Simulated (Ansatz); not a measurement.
**CsSnI3: response to strain**

The parent structure is CsSnI₃ in the cubic perovskite structure (space group Pm-3m, No. 221; a = 6.0305 Å).

Strains are applied to the cell and any free atomic positions relax.

Method: plane-wave PAW DFT at the LDA level (Ansatz, a first-principles code, 420 eV), scalar-relativistic without spin-orbit coupling.

Candidates:
(a) isotropic strain +1.80 %
(b) isotropic strain +2.40 %
(c) isotropic strain +0.60 %

Before the change:

Band gap: zero

Problem. Order them by band gap, lowest first.

Solution. (c) isotropic strain +0.60 % (zero), (a) isotropic strain +1.80 % (0.16 eV), (b) isotropic strain +2.40 % (0.24 eV)

With I present, leaving out spin-orbit coupling can change the band edges. Stability against distortions was not tested. The final runs are not spin-polarised. Many cubic perovskites are stable only at high temperature; tilts and polar distortions were not tested. A zero or small gap of CsSnI3 can be the functional's error rather than a property of the material.
